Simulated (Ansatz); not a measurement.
Functionals compared on SiH3 on the 1x1 (101) surface of anatase TiO2 (cut with top plane O), one in a 2x1 cell, started at the site 'hollow O-O-O over O at depth 4.4 Å', in Ansatz (plane waves, PAW). The structure was relaxed with PBE; the other rows are single points on it, each with its references at the same level. Cutoff 420 eV (500 eV for r2SCAN). The points keep PBE's geometry, so the relaxation of a polaron and the settling of charge on one site are left out.

Host crystal: anatase TiO2, with a band gap (PBE, scalar-relativistic without spin-orbit coupling).

Model: 40-atom slab, 9.4 Å thick at the start under the adsorbate (thin: gaps and levels are the slab's own), 3x4x1 mesh, Fermi-Dirac 0.01 eV, dipole correction, 14 atoms held, the rest relaxed; no symmetry held; spin-polarised, ending with about 0.4 μB a cell, a value that depends on the mesh; orders that need a larger cell were not tried, no spin-orbit, no U, no dispersion correction. The slab shows no gap over 0.04 eV on its mesh. At the end it is bonded to O. In PBE it is, or lies within 0.03 eV of, the lowest of the starts that converged. These notes are the PBE run's. r2SCAN: The program's check for a lower electronic state was not made. Adsorption energies are against SiH4(g) − ½ H2(g). A negative adsorption energy means that the adsorbate is more stable on the surface than in its reference.

```csv
functional,adsorption energy (eV),work function of the top face (eV),rough cost of the single point
PBE,-0.39,3.62,–
RPBE,-0.17,3.51,roughly 19 core-minutes
r2SCAN,-0.57,3.66,very roughly 30 core-minutes
```

Ansatz is a program for electronic structure.
